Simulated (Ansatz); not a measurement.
TaS₂ (model structure, started from the CdCl2 type, R-3m, No. 166, 3 atoms in the cell)

Calculation: PBEsol (plane waves, PAW; Ansatz, a program for electronic structure).

Numerical settings: plane-wave cutoff 500 eV, 12×12×12 k mesh, Fermi–Dirac smearing 0.05 eV, scalar-relativistic PAW data made under PBE.

Cell (relaxed at this level):

```xyz
3
Lattice="1.6604 0.9586 6.1452 -1.6604 0.9586 6.1452 0.0000 -1.9173 6.1452" Properties=species:S:1:pos:R:3 pbc="T T T"
Ta     0.0000     0.0000     0.0000
S      0.0000     0.0000     4.6071
S      0.0000     0.0000    13.8285
```

```json
{
  "band_gap": "none"
}
```

Note: the cell has widely spaced layers and the level no dispersion term, so their spacing and the moduli can rest on weak binding.

Spin–orbit coupling is not included.

Computed values are for the static lattice.

A model structure was made by putting elements into a prototype or built by hand; here it ended with the formula and space group of a phase in our tables.
